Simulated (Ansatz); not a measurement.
Structures of equal composition on the (0001) surface of 4H silicon carbide (Si plane on top): (√3x√3)R30° Ga adatom at H3; (√3x√3)R30° Ga adatom at T4. The slabs share one bottom face, and each structure is named by its start. These are constructed structures in small cells; real faces may alloy, dewet or reconstruct in larger ones, and not all known structures of the face are among them. Slabs of about 10 Å, Fermi-Dirac smearing of 0.025 eV. Bottom of the slabs: H caps. Relaxed from the named starts with such symmetry as they have, on meshes of like density; energies extrapolated to zero smearing; spin only where a row says so; no spin-orbit coupling, no U. Brackets mark spin-polarised runs, whose order is one that fits the cell. Where a second, spin-polarised start was run, the lower counts.

Method: r2SCAN, at the PBE geometry (plane waves to 500 eV, PAW; Ansatz, a first-principles code).

Order them by energy per 1x1 cell (lowest first) at the level r2SCAN, at the PBE geometry.

(√3x√3)R30° Ga adatom at T4 (0.000 eV, gap 1.89 eV on the mesh), (√3x√3)R30° Ga adatom at H3 (0.201 eV, gap 1.42 eV on the mesh)
